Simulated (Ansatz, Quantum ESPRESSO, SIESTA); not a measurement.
Code comparison for VOF (R-3m, 6 atoms in the cell)

Self-consistent single point, at a second geometry (lattice scaled by 0.98). First geometry:

```
VOF
1.0
    1.72039     0.99327     6.02031
   -1.72039     0.99327     6.02031
    0.00000    -1.98654     6.02031
V O F
2 2 2
Direct
  0.23946   0.23946   0.23946
  0.76054   0.76054   0.76054
  0.12491   0.12491   0.12491
  0.87509   0.87509   0.87509
  0.37335   0.37335   0.37335
  0.62665   0.62665   0.62665
```
Moments meant for the start (each program seeds them in its own way; μB, in the order of the atoms V V O O F F): 2.0 2.0 0.0 0.0 0.0 0.0.

Shared settings, as Ansatz (a first-principles code) writes them: kpoints.mp_grid.grid = 6 6 6; scf.occupations.method = fermi_dirac; scf.occupations.width = 0.02 eV. Potentials and cutoffs stand in the table.

```
code                                                                                                                                 model  ΔF from the first geometry (meV/atom)  pressure (GPa)  largest force (eV/Å)  gap on the mesh (eV)  size of the net moment (μB/atom)       cutoff
----------------  ------------------------------------------------------------------------------------------------------------------------  -------------------------------------  --------------  --------------------  --------------------  --------------------------------  -----------
SIESTA            LDA PW92, numerical atomic orbitals DZP, PseudoDojo LDA standard norm-conserving potentials (rewritten from UPF to PSML)                                  -65.4          -11.97                 0.163                 0.519                              0.67  grid 300 Ry
Ansatz                                                                                                 LDA (PW92), PAW files made with PBE                                  -61.6          -12.15                 0.184                     –                              0.67       420 eV
Quantum ESPRESSO                                                                       LDA (PZ), GBRV 1.5 ultrasoft (LDA) pseudopotentials                                  -60.4          -11.14                 0.150                 0.513                              0.67        50 Ry
```

For Ansatz (by 0.6 GPa) the energy change implies a higher mean pressure, against the two pressures, than for the other programs: a sign of finite-basis (Pulay) stress.

Size of the force on each atom (eV/Å): Sizes of forces hide their directions.

```
code                 V1     V2     O3     O4     F5     F6
----------------  -----  -----  -----  -----  -----  -----
SIESTA            0.062  0.062  0.163  0.163  0.105  0.105
Ansatz            0.184  0.184  0.131  0.131  0.107  0.107
Quantum ESPRESSO  0.150  0.150  0.117  0.117  0.098  0.098
```

A dash marks a value that a program does not give, or that is left out as unsure.

No gap is tabulated for Ansatz: it is not read from that output, or partly filled or unconverged empty levels leave it unsure.

Gaps are read on the mesh.

On Ansatz's run: the magnetic order is the one reached from the typed start; others were not searched systematically.

The spread over the programs that give each value: ΔF from the first geometry within 5.0 meV/atom; pressure within 1.01 GPa; largest force within 0.034 eV/Å; gap on the mesh within 0.006 eV; size of the net moment within 0.00 μB/atom.

SIESTA uses small atom-centred bases, whose incompleteness enters pressures, forces and empty levels differently from a plane-wave cutoff. Ansatz's pressure is given at a fixed set of plane waves, as the other plane-wave codes print theirs; with its correction for the finite basis it is -11.32 GPa (the shift of 0.84 GPa shows how far the cutoff is from converged). The same LDA comes in different parametrisations, which differ slightly. In the force vectors, SIESTA (by 0.228) lies more than 0.08 eV/Å from the median of the plane-wave programs.

The starting cell comes from a database of computed structures (which also holds hypothetical and non-ambient phases and stackings), without a prior relaxation at this level. For this run, on top of that: lattice scaled by 0.98.

Keys are those of Ansatz 0.2.
